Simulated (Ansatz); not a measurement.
The parent structure is HfB2 (space group P6/mmm, No. 191; a = 3.1457 Å, c = 3.4863 Å; relaxed with 0.1 eV smearing). Axes: x lies along a and z along c of the hexagonal cell.

Computed with PBE/PAW in Ansatz (a first-principles code), spin-orbit coupling left out.

Now apply this change: the cell is scaled by 1.0250 in all directions, atoms relaxed at fixed cell.

Problem. Predict the stress tensor and what it implies for the stiffness.

Solution. Stress of the strained cell less that of the base (GPa, compression positive):
```
  -16.8     0.0     0.0
    0.0   -16.8     0.0
    0.0     0.0   -14.5
```

Then B = −ΔP/(ΔV/V₀) with ΔV/V₀ = 0.0769 gives secant stiffness values (nonlinear terms included at this strain): B (at held cell shape, above the free-shape value) ≈ 208 GPa.

As a check, the harmonic strain energy −½ V₀ Δσ:ε is 37 meV/atom; the computed energy rise is 41 meV/atom.

No phonon test of stability was made. All final runs are without spin polarisation.
